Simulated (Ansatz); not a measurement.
## Y: response to strain

Take Y in the hcp (Mg type) structure (space group P6_3/mmc, No. 194; relaxed with 0.1 eV smearing) as the base.

```xyz
2
Lattice="3.6809 0.0000 0.0000 -1.8404 3.1877 0.0000 0.0000 0.0000 5.7213" Properties=species:S:1:pos:R:3 pbc="T T T"
Y      0.0000     2.1251     4.2910
Y      1.8404     1.0626     1.4303
```

Cartesian axes are those of the cell as printed.

Strains are applied to the cell and any free atomic positions relax; under biaxial strain the out-of-plane vector relaxes too; under stress the whole cell relaxes.

All numbers come from r2SCAN, PAW, 500 eV (Ansatz, an electronic-structure program; spin-orbit coupling left out), earlier PAW set.

Notes on the quantities. pressure: mean of the normal stresses, compression positive.

```tsv
case	pressure	volume per atom
base	0.0 GPa	33.57 Å³
biaxial strain −3.02 %, plane normal [001], relaxed out of plane	?	?
biaxial strain −2.54 %, plane normal [001], relaxed out of plane	1.6 GPa	32.35 Å³
biaxial strain −0.72 %, plane normal [001], relaxed out of plane	0.5 GPa	33.21 Å³
biaxial strain +1.21 %, plane normal [001], relaxed out of plane	-0.7 GPa	34.17 Å³
isotropic strain −5.91 %	9.5 GPa	27.96 Å³
isotropic strain +5.32 %	-4.9 GPa	39.21 Å³
tensor shear ε_xy = −0.82 %	0.0 GPa	33.56 Å³
uniaxial stress, 0.5 GPa compression along z	–	33.41 Å³
tensor shear ε_xz = +0.72 %	0.0 GPa	33.56 Å³
```

**Question.** What belongs in the blanks?

**Answer.** 
- biaxial strain −3.02 %, plane normal [001], relaxed out of plane, pressure: 2.0 GPa
- biaxial strain −3.02 %, plane normal [001], relaxed out of plane, volume per atom: 32.12 Å³

Beyond what the load breaks, stability against distortions was not tested. All final runs are without spin polarisation.
